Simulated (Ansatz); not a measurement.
## What uniaxial strain ε_zz = −1.50 % does to Ga2O3

Take Ga$_{2}$O$_{3}$ in the corundum structure (space group R-3c, No. 167; a = 5.000 Å, c = 13.449 Å (hexagonal axes)) as the base. Axes: x lies along a and z along c of the hexagonal cell.

Now apply this change: the cell is compressed by 1.50 % along z with no lateral relaxation; the atoms relax in the strained cell.

Computed with PBEsol (Ansatz, a quantum-chemistry and plane-wave program), no spin-orbit coupling. Γ-centred 8×8×8 mesh, Fermi–Dirac width 0.05 eV.

The space group remains R-3c (No. 167) and the shortest interatomic distance shrinks by 0.008 Å (1.931 Å → 1.923 Å). The energy goes up by 2.4 meV/atom and the pressure (mean of the normal stresses, compression positive) goes from zero to 31.5 kbar. The band gap goes up by 0.13 eV (2.70 eV → 2.83 eV) and the gap character remains indirect, Γ–S₀ (50 % along) → Γ. The smallest direct gap goes up by 0.144 eV (2.95 eV → 3.10 eV) and the electron mass becomes 0.23 mₑ (at Γ) (base: 0.22 mₑ (at Γ)). The stress (xx, yy, zz, yz, xz, xy; compression positive) comes out as (2.08, 2.08, 5.29, 0.00, 0.00, 0.00) GPa.

Masses are band curvatures over ±0.01 Å⁻¹ around the edge. Stability against distortions was not tested.
